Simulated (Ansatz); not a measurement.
Al on the 1x1 (111) surface of fcc Au (the real clean face reconstructs), one in a 2x2 cell, energies for each (29.9 Å²). Energies are against an atom of fcc Al, without zero-point or thermal terms; each row is named by its start.

Level of theory: PBE (plane waves to 420 eV, PAW; Ansatz, an electronic-structure program).

Set-up: 17 atoms, 7.2 Å thick at the start under the adsorbate (thin: gaps and levels are the slab's own); mesh 6x6x1; 0.1 eV smearing; dipole correction on; 8 atoms held, the rest relaxed; each run with such symmetry as its start has; no spin, no spin-orbit, no U, no dispersion correction.

A negative adsorption energy means that the adsorbate is more stable on the surface than in its reference. Starts that drift may end in the same place. Heights count from the host atoms within 0.3 Å of the top one.

```json
[
 {"starting site": "top Au", "E_ads (eV)": "0.86", "height (Å)": "2.30", "nearest host atom (Å)": "Au 2.42", "bonded to": "Au", "Δ work function (eV)": "-0.99", "lateral drift (Å)": "0.0"},
 {"starting site": "hollow Au-Au-Au over Au at depth 2.4 Å", "E_ads (eV)": "0.16", "height (Å)": "1.80", "nearest host atom (Å)": "Au 2.51", "bonded to": "3 Au", "Δ work function (eV)": "-0.92", "lateral drift (Å)": "0.0"},
 {"starting site": "hollow Au-Au-Au over Au at depth 4.8 Å", "E_ads (eV)": "0.12", "height (Å)": "1.80", "nearest host atom (Å)": "Au 2.51", "bonded to": "3 Au", "Δ work function (eV)": "-0.91", "lateral drift (Å)": "0.0"},
 {"starting site": "bridge Au-Au (span 2.9 Å)", "E_ads (eV)": "0.12", "height (Å)": "1.80", "nearest host atom (Å)": "Au 2.51", "bonded to": "3 Au", "Δ work function (eV)": "-0.91", "lateral drift (Å)": "0.8"}
]
```
